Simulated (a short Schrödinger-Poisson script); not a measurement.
**MOS inversion layer, HfO2 on p-type Si(100)**

Stack: MOS inversion layer, HfO2 on p-type Si(100), at 300 K.

```csv
layer,material,thickness (nm),Na (cm⁻³)
1,HfO2,8,-
2,Si,430,2e18
```

Constants are typed, rounded textbook-type inputs, not results; the design itself was drawn at random and stands for no fabricated device. HfO2: permittivity 22, conduction-band edge (eV) 1.55, gap (eV) 5.7, electron mass (mₑ) 0.2. Si: permittivity 11.7, conduction-band edge (eV) 0, gap (eV) 1.124, Nv at 300 K (cm⁻³) 3.1e19.

Channel valleys (confinement mass, in-plane density-of-states mass, number): Δ2 0.916, 0.19, 2; Δ4 0.19, 0.417, 4. At the gate the conduction-band edge of layer 1 lies 2.01 eV − eVg above the Fermi level of the channel; the field vanishes at the back. Gaps are held at their typed values at every temperature. Mesh 0.03 nm at interfaces.

From a short Schrödinger-Poisson script (our own, NumPy): 1D Poisson equation in equilibrium, electrons quantum, Hartree (BenDaniel-Duke, 12 states a valley, the channel's in-plane mass for all, wave functions ending at the dielectric), parabolic valleys, classical holes, full ionisation, no traps, pinning or gate leakage.

```
Vg (V)  electrons (cm⁻²)  C (μF/cm²)  Δ2 E0 (meV)  Δ2 E1 (meV)  Δ4 E0 (meV)  Δ4 E1 (meV)
------  ----------------  ----------  -----------  -----------  -----------  -----------
0.5               1.49e6       0.389        387.5        482.6        475.3        627.1
0.55              6.84e6       0.381        347.9        445.0        437.5        592.8
0.6               3.16e7       0.373        308.0        407.0        399.3        558.1
0.65              1.48e8       0.366        267.9        368.8        361.0        523.0
0.7               6.96e8       0.361        227.7        330.3        322.3        487.5
0.75              3.29e9       0.365        187.3        291.7        283.6        451.8
0.8              1.53e10       0.406        147.4        253.5        245.2        416.4
0.85             6.48e10       0.571        109.8        217.5        209.1        383.0
0.9              2.13e11       0.908         78.4        187.8        179.4        355.6
0.95             4.96e11        1.24         55.7        166.7        158.4        336.3
1                8.82e11        1.45         39.6        152.3        144.1        323.3
1.05             1.33e12        1.58         27.6        141.9        133.9        314.1
1.1              1.82e12        1.66         18.0        133.9        126.1        307.2
1.15             2.33e12        1.72         10.0        127.5        119.8        301.8
1.2              2.87e12        1.76          3.0        122.1        114.6        297.3
1.25             3.41e12        1.79         -3.3        117.4        110.1        293.5
1.3              3.96e12        1.81         -9.0        113.3        106.2        290.2
1.35             4.53e12        1.83        -14.2        109.6        102.7        287.3
1.4              5.09e12        1.85        -19.2        106.2         99.4        284.7
```

Gate voltages with under 1e6 electrons/cm² are left out.

Subbands count from the Fermi level.
